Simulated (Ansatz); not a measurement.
Base system: Nb in the bcc (W type) structure (space group Im-3m, No. 229).

Space group Im-3m (No. 229); a = b = c = 3.271 Å, α = β = γ = 90.00°

| atom | site | symmetry | x | y | z |
|---|---|---|---|---|---|
| Nb | 2a | m-3m | 0.0000 | 0.0000 | 0.0000 |
(The calculation used a cell of 1 atom; values per cell refer to that cell.)

The other end (x = 1) is Y in the bcc (W type) structure (space group Im-3m, No. 229; a hypothetical phase, not in the database extracts checked): 31.37 Å³/atom, gap zero; this end may not be an ambient phase.

Method: Kohn–Sham DFT with the PBEsol functional, run in Ansatz (an electronic-structure program) with PAW and 420 eV plane waves, without spin-orbit coupling.

Y replaces a fraction x of Nb; each row is one arrangement (x, atoms in the cell, starting space group or random), fully relaxed.

One change was made to it. Results:

```json
[
 {"quantity": "shortest interatomic distance", "base": "2.833 Å", "after": "3.074 Å"},
 {"quantity": "mixing energy (to 0.01 eV only: unlike meshes or grids) (against an end that may be hypothetical)", "base": "–", "after": "+0.20 eV/atom"},
 {"quantity": "deviation of the volume from the linear (Vegard-type) interpolation", "base": "–", "after": "-6.0 %"}
]
```

### Question
Which of these changes matches the shifts?
A. x(Y) = 0.75, 4 atoms, P2/m
B. x(Y) = 0.75, 4 atoms, P4/mmm
C. x(Y) = 0.25, 4 atoms, Fm-3m

### Answer
A, x(Y) = 0.75, 4 atoms, P2/m. For comparison, the shortest interatomic distance in the other runs: x(Y) = 0.25, 4 atoms, Fm-3m gives 2.937 Å; x(Y) = 0.75, 4 atoms, P4/mmm gives 3.329 Å.

These are small ordered cells, not random alloys; other orderings at the same x differ. No phonon test of stability was made. The final runs are not spin-polarised. Y and YNb3 have a high density of states at the Fermi level and may be magnetic at this level. Under x(Y) = 0.75, 4 atoms, P2/m and x(Y) = 0.75, 4 atoms, P4/mmm the cell changed shape so far that it is another structure.
